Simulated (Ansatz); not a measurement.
```
CELL_PARAMETERS angstrom
      0.00000     3.24436     3.14702
      3.24436     0.00000     3.14702
      3.24436     3.24436     0.00000
ATOMIC_POSITIONS crystal
  Cd 0.00000 0.00000 0.00000
  Te 0.25000 0.25000 0.25000
```

No spin polarisation.

Method: PBEsol (Ansatz, a first-principles code), no spin-orbit coupling. Settings: 9×9×9 k-points, 0.05 eV Fermi–Dirac smearing.

Predict the electron mass.

0.057 mₑ along z, 0.061 mₑ across (at Γ).

What band gap does the calculation give?

0.67 eV.

With Te present, leaving out spin-orbit coupling can change the band edges. The cells carry an imposed strain or load. Effective masses come from finite differences of ±0.01 Å⁻¹. Whether these cells are dynamically stable was not tested. The cell was made from CdTe in the zinc blende structure (space group F-43m, No. 216) by this change: uniaxial strain ε_zz = −3.00 %.
